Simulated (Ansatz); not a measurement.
The starting structures come from a database of crystals and need not be the phases stable at ambient conditions.

By PBEsol, the system below comes out a metal.

Without scattering a metal conducts by its projected Fermi surface.

Given:

```
CELL_PARAMETERS angstrom
      4.13753     0.00000     0.00000
      0.00000     4.13753     0.00000
      0.00000     0.00000     4.13753
ATOMIC_POSITIONS crystal
  Lu 0.00000 0.00000 0.00000
  B  0.50000 0.50000 0.50000
  Rh 0.00000 0.50000 0.50000
  Rh 0.50000 0.00000 0.50000
  Rh 0.50000 0.50000 0.00000
```

Space group of this cell: Pm-3m, cubic perovskite. The cell is taken as given; by PBEsol its mean pressure is -2.4 GPa.

The current flows along the normal of the first two printed cell vectors, the (001) plane of the conventional cell. No spin-orbit coupling; the value is a mean over 0.1 eV about the Fermi level.

Task: Predict the ballistic conductance per area from PBEsol (Ansatz, a first-principles code).

Result: 0.64 × 10¹⁵ S/m² for both spins.
